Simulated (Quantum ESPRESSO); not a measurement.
**Pressure against volume in fcc Cu (space group 225) (Quantum ESPRESSO, PBEsol)**

```yaml
crystal:
  lattice:
    - [0.00000, 1.75259, 1.75259]
    - [1.75259, 0.00000, 1.75259]
    - [1.75259, 1.75259, 0.00000]
  atoms:
    - { symbol: Cu, position: [0.00000, 0.00000, 0.00000] }
```

Method: PBEsol, GBRV 1.5 ultrasoft (PBESOL) pseudopotentials (plane waves; Quantum ESPRESSO). Settings: ecutwfc = 65 Ry; ecutrho = 520 Ry; occupations = smearing; smearing = fermi-dirac; degauss = 0.0036749 Ry; potentials = {Cu: cu_pbesol_v1.2.uspp.F.UPF}; K_POINTS = automatic 28 28 28 0 0 0; conv_thr = 1e-10 Ry. The cell above is the first row's. The rows scale it uniformly. In all rows the k mesh is held.

| V (Å^3/atom) | P (GPa) |
|---|---|
| 10.766 | ? |
| 11.001 | 5.47 |
| 11.235 | 1.60 |
| 11.469 | -1.85 |
| 11.703 | -4.91 |
| 11.937 | -7.61 |
| 12.171 | -10.04 |
| 12.405 | -12.06 |
| 12.639 | -13.99 |

Taking a cubic for P over the 8 complete rows: With u = V - 11.8, the rows have u = -0.7990, -0.5650, -0.3310, -0.0970, 0.1370, 0.3710, 0.6050, 0.8390. Least squares gives P = -6.072 - 11.6668·u + 3.0917·u² - 0.4907·u³. Residuals (row less fit): -0.004, 0.005, 0.004, 0.001, 0.004, -0.040, 0.047, -0.016; standard error 0.032 (degrees of freedom: 4). The fitted pressure is zero at V0 = 11.34, where dP/dV = -14.82, so B0 = -V0·dP/dV = 168 GPa.

**Question.** Predict the withheld P at V = 10.766 from the fit, and compare with the calculation.

**Answer.** u = -1.0340, so P = -6.072 - 11.6668 × (-1.0340) + 3.0917 × (-1.0340)² - 0.4907 × (-1.0340)³ = 9.839 GPa. The calculation gives 10.01 GPa, 0.171 GPa above the prediction (0.7 % of the range of P in the table). The row lies outside the fitted rows, so this is an extrapolation. From the scatter of the fitted rows alone, a prediction at this place has a standard error of 0.086 GPa, so the miss is 2.0 times that.

Carrying the step between the two nearest rows on in a straight line would have given 9.36, off by 0.65; series whose last step already gives the withheld value aren't shown. The scan was laid around a cell of about the measured size, scaled by a guess for this functional. Spin polarisation is off. Cutoffs and mesh are single choices, not tested for convergence of this quantity. Series with a scatter that would blur these digits, or in which a gap closes, are not shown.
